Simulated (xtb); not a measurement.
xtb 6.7.1, GFN1-xTB: Ni(SH)2(NH3)2 ([NH3]->[Ni](<-[NH3])([SH])[SH]), charge 0, multiplicity 3, 13 atoms. The geometry is a generated start, not checked to be a minimum at this level.

- run flags: --grad
- method: GFN1-xTB
- --acc: 1 (default)
- --etemp (K): 300 (default)
- basis functions: 54
- valence electrons: 40

```xyz
13

Ni     0.0164     0.2982     0.1292
S     -1.6994     1.6891     0.2373
H     -0.9889     2.7971     0.3766
S      1.5602     0.6544     1.6762
H      0.9690    -0.1463     2.5588
N     -1.2284    -1.5028     0.5230
H     -1.8478    -1.6284    -0.2725
H     -1.8092    -1.2163     1.3108
H     -0.8032    -2.3962     0.7441
N      1.2795     0.3511    -1.6211
H      1.0071     1.0630    -2.2938
H      1.3365    -0.5439    -2.0998
H      2.2082     0.5810    -1.2687
```

Charge 0 and multiplicity 3 are set for this test and not shown to be the ground state. GFN-xTB has no spin term: --uhf 2 sets the occupations alone.

One run each on 1 thread. Values of broydamp tried: 0.02, 0.05, 0.1, 0.2, 0.4 (default), 0.6, 0.8, 1.

Task: How does the count of SCC iterations change with broydamp, and where is it least?

Result: Fewest SCC iterations, within one of each other: 0.2 with 13, 0.4 (default) with 13, 0.6 with 12, 0.8 with 12, 1 with 13. The count rises to 33 at 0.02. All converge to one solution.

```tsv
broydamp	SCC iterations	end
0.02	33	same solution
0.05	21	same solution
0.1	15	same solution
0.2	13	same solution
0.4 (default)	13	same solution
0.6	12	same solution
0.8	12	same solution
1	13	same solution
```
